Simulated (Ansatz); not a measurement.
Re2B (model structure, started from the Ni2In type, P6₃/mmc, No. 194, 6 atoms in the cell) was calculated with PBE in Ansatz (PAW).

Settings: plane-wave cutoff 520 eV, 18×18×12 k mesh (along the axes of the cell as run), Fermi–Dirac smearing 0.05 eV, no spin polarisation, scalar-relativistic PAW data made under PBE.

Cell (relaxed at this level):

Re2B is modelled in the hexagonal space group P6₃/mmc (No. 194), Pearson symbol hP6. Cell: a = b = 4.176 Å, c = 4.899 Å, α = β = 90.00°, γ = 120.00°. B on 2c is surrounded by 5 Re at 2.411–2.450 Å and 6 Re at 2.704 Å. Re1 on 2a is coordinated by 2 Re at 2.450 Å and 6 Re at 2.704 Å and 6 B at 2.704 Å. Re2 on 2d is surrounded by 5 B at 2.411–2.450 Å and 6 Re at 2.704 Å and 6 Re at 3.437 Å. (Neighbours: up to the widest gap in distance over summed covalent radii, below 1.35, at either atom; cation-cation and far metal-metal contacts left out.)

Question: Give the computed bulk modulus B0.

Answer: 
bulk modulus B0: 323 GPa

Note: the run has no spin polarisation, so it can have missed a magnetic state; the bulk modulus is −V dP/dV from two relaxed cells at ±2 % in volume; the relaxation could raise the start's symmetry but not lower it, so the cell can be a saddle point.

Spin–orbit coupling is not included; it can open a gap where bands touch, and shift volumes and moduli.

Static lattice: no zero-point or thermal effects.

Computing time: around 6 core-minutes (rough).

A model structure was made by putting elements into a prototype or built by hand; it is no filed structure, need not be a known phase, and can be a saddle point held by its symmetry.

Ansatz is a program for electronic structure.
